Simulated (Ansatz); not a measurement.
The reference is Bi (space group R-3m, No. 166; a = 4.520 Å, c = 12.048 Å (hexagonal axes); layered; relaxed with 0.1 eV smearing). Axes: x lies along a and z along c of the hexagonal cell.

Method: Ansatz (a quantum-chemistry and plane-wave program), r2SCAN+rVV10, PAW, cutoff 500 eV, scalar-relativistic without spin-orbit coupling, earlier PAW set.

Strains are applied to the cell and any free atomic positions relax; under biaxial strain the out-of-plane vector relaxes too.

One change was made to it. Results:

The pressure (mean of the normal stresses, compression positive) goes from zero to -0.2 GPa; the shortest interatomic distance rises by 0.4 pm (306.9 pm → 307.3 pm).

**Question.** What was done to the base?
A) biaxial strain +0.33 %, plane normal [001], relaxed out of plane
B) uniaxial strain ε_yy = −1.05 %
C) isotropic strain +5.10 %
D) uniaxial strain ε_xx = −3.93 %

**Answer.** A, biaxial strain +0.33 %, plane normal [001], relaxed out of plane. For comparison, the pressure in the other runs: uniaxial strain ε_yy = −1.05 % gives 0.5 GPa; isotropic strain +5.10 % gives -3.9 GPa; uniaxial strain ε_xx = −3.93 % gives 1.8 GPa.

Whether these cells are dynamically stable was not tested.
